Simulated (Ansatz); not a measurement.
**Worked example: self-consistent single point of LaMg (Pmma, 4 atoms in the cell) in Ansatz (a quantum-chemistry and plane-wave program)**

Method of the run: LDA (PW92), default PAW files made with PBE (plane waves; Ansatz).

This input was run:

Ansatz 0.2 input:
```yaml
# LaMg
crystal:
  lattice:
    - [5.632316, 0.000000, 0.000000]
    - [0.000000, 3.812864, 0.000000]
    - [0.000000, 0.000000, 5.806377]
  atoms:
    - { symbol: La, position_ang: [4.224237, 0.000000, 4.605038] }
    - { symbol: La, position_ang: [1.408079, 0.000000, 1.201339] }
    - { symbol: Mg, position_ang: [1.408079, 1.906432, 4.025213] }
    - { symbol: Mg, position_ang: [4.224237, 1.906432, 1.781164] }
basis:
  ecutwfc: 420.0
kpoints:
  mp_grid: { grid: [6, 9, 6] }
hamiltonian:
  xc: lda
  pseudopotentials: { kind: paw }
scf:
  occupations: { method: fermi_dirac, width: 0.1 }
output:
  forces: true
  eigenvalues: true
  stress: true
```

Log, with long lists cut:

```
WARN ansatz: RAYON_NUM_THREADS=1 ignored (pool sized by the plan → 1); use --threads N
Pseudopotentials: kind: paw
Pseudopotential: La, paw, valence charge 11
Pseudopotential: Mg, paw, valence charge 10
Crystal: 4 atoms, lattice volume = 124.693 Å³
Basis set: ecut = 420 eV, 2461 PW (Γ)
Bands: 26, of which v1, the nominal top of the filled ones, is band 21 counted from 1 (20 counted from 0)
Symmetry: 8 space group operations
Space group: Pmma (ITA 51), of the structure as read, at distance tolerance 5.0e-5 Å
k-points: 80 of 324
PAW frozen core: La, regenerated for the run's functional, and the local potential with it
PAW frozen core: Mg, regenerated for the run's functional, and the local potential with it
Initial density: superposition of atomic densities (neutral atoms: chi_scale 0, normalization atom), corrected by the library's trained network
Initial wavefunctions: pseudopotential atomic-orbital guess
Eigensolver: davidson
Functional: x = slater, c = lda
SCF iter   1: F=—  HF=-15955.764726 eV  |F-HF|=—  |Δ(HF+E_count)|=         —  Δρ=5.73e-3  dr2=2.95e-2  ethr=1.77e-3  ⟨swp⟩=7.9  Hψ=10499  notcnv=0
all-band conjugate gradients solve this SCF's bands
preconditioner: auto → Kerker (q_TF=auto, 2.276 Å⁻¹)
SCF iter   2: F=—  HF=-15955.756795 eV  |F-HF|=—  |Δ(HF+E_count)|=   7.93e-3  Δρ=2.34e-3  dr2=4.51e-3  ethr=7.04e-5  ⟨swp⟩=3.2  Hψ=5000  notcnv=0
SCF iter   3: F=—  HF=-15955.755996 eV  |F-HF|=—  |Δ(HF+E_count)|=   8.00e-4  Δρ=7.15e-4  dr2=7.78e-4  ethr=1.07e-5  ⟨swp⟩=2.9  Hψ=4297  notcnv=0
SCF iter   4: F=—  HF=-15955.755967 eV  |F-HF|=—  |Δ(HF+E_count)|=   2.90e-5  Δρ=1.64e-4  dr2=5.67e-5  ethr=1.85e-6  ⟨swp⟩=1.9  Hψ=2373  notcnv=0
SCF iter   5: F=—  HF=-15955.755954 eV  |F-HF|=—  |Δ(HF+E_count)|=   1.21e-5  Δρ=3.65e-5  dr2=2.05e-6  ethr=1.35e-7  ⟨swp⟩=2.1  Hψ=2682  notcnv=0
SCF iter   6: F=—  HF=-15955.755954 eV  |F-HF|=—  |Δ(HF+E_count)|=   6.91e-7  Δρ=1.15e-5  dr2=1.74e-7  ethr=4.88e-9  ⟨swp⟩=2.2  Hψ=3980  notcnv=0
SCF iter   7: F=-15955.755954 eV  HF=-15955.755954 eV  |F-HF|=2.55e-9  |Δ(HF+E_count)|=   2.85e-8  Δρ=2.02e-6  dr2=7.80e-9  ethr=2.38e-10  ⟨swp⟩=10.0  Hψ=10797  notcnv=0
SCF 1 converged in 7 iterations: F = -15955.755954 eV  dr2 = 7.80e-9
SCF converged after 7 iterations
Free energy (F): -15955.755954 eV
Harris-Foulkes:  -15955.755954 eV  (|F-HF|=2.55e-9)
Internal energy: -15955.617625 eV  (E = F + TS)
E sigma→0 (E₀):  -15955.686789 eV
Entropy (-TS):   -0.138329 eV (-34.582 meV/atom)
Fermi energy:    8.237047 eV
--- Per-component energies (eV) ---
  E_band       = -807.000008
  E_kinetic    = 533.132675
  E_local      = -4033.340307  (includes V_loc(G=0)·N_el)
  E_nonlocal   = 390.816257
  E_hartree    = 1429.612506
  E_xc         = -331.366966
  E_vxc        = -365.864213  (∫ρ·V_xc dr)
  E_paw        = -11029.700811  (= ΣΔE_a)
  E_vpaw       = -190.967279  (= ΣTr[D̂ρ^β])
  E_aug_tail   = 0.000004  (compensation charges beyond the density's cutoff)
  E_ewald      = -2915.717373
  E_core_change = 0.946391  (= ΣΔE_core)
  E_smearing   = -0.138329  (= −TS)
  E_closure    = 0.000000  (closes the sum)
  Σ components = -15955.755954   (vs F -15955.755954, Δ=0.00e0)
--- Forces (eV/Å), atoms counted from 1 ---
  atom   1  La    -0.00000000     0.00000000    -0.05375770
  atom   2  La     0.00000000     0.00000000     0.05375770
  atom   3  Mg     0.00000000     0.00000000     0.08188726
  atom   4  Mg    -0.00000000     0.00000000    -0.08188726
  max |Σ_I F_I| component: 0.00e0 eV/Å
--- Stress (GPa, compression-positive) ---
       -2.817477      -0.000000       0.000000
       -0.000000      -2.873153      -0.000000
        0.000000      -0.000000      -3.077875
  P = ⅓ Tr σ = -2.9228 GPa (-29.228 kbar)
  The stress holds the Pulay correction. Without it, at fixed plane waves, as pw.x and ABINIT print it: P = -2.9267 GPa
--- Band table (eV; the first three rows and the last of 80) ---
  k-point 0: bands = ["-66.6123", "-66.6121", "-34.0418", "-34.0413", "-34.0410", "-34.0403", "-34.0403", "-34.0379", "-24.7546", "-24.6710", "-8.6368", "-8.5754", "-8.1835", "-8.1347", "-8.0540", "-7.9559", "3.4202", "5.3598", "7.5380", "7.6225", [...]
  k-point 1: bands = ["-66.6123", "-66.6121", "-34.0418", "-34.0413", "-34.0410", "-34.0403", "-34.0403", "-34.0379", "-24.7525", "-24.6730", "-8.6234", "-8.5596", "-8.2090", "-8.1501", "-8.0508", "-7.9591", "3.5975", "5.4364", "7.4465", "7.6253", [...]
  k-point 2: bands = ["-66.6123", "-66.6121", "-34.0417", "-34.0413", "-34.0410", "-34.0404", "-34.0403", "-34.0379", "-24.7479", "-24.6773", "-8.5937", "-8.5187", "-8.2693", "-8.1839", "-8.0437", "-7.9661", "4.0873", "5.4003", "7.1320", "7.8180", [...]
  k-point 79: bands = ["-66.6122", "-66.6122", "-34.0430", "-34.0430", "-34.0414", "-34.0414", "-34.0384", "-34.0384", "-24.6617", "-24.6617", "-8.6283", "-8.6283", "-8.5816", "-8.5816", "-8.0407", "-8.0407", "5.4520", "5.4520", "7.8413", "7.8413", [...]
```

The run converged in 7 iterations.

The starting cell comes from a database of computed structures (which also holds hypothetical and non-ambient phases and stackings), without a prior relaxation at this level. Its lattice was rescaled by up to half a per cent. Ansatz's pressure includes its estimate of the finite-basis (Pulay) stress.
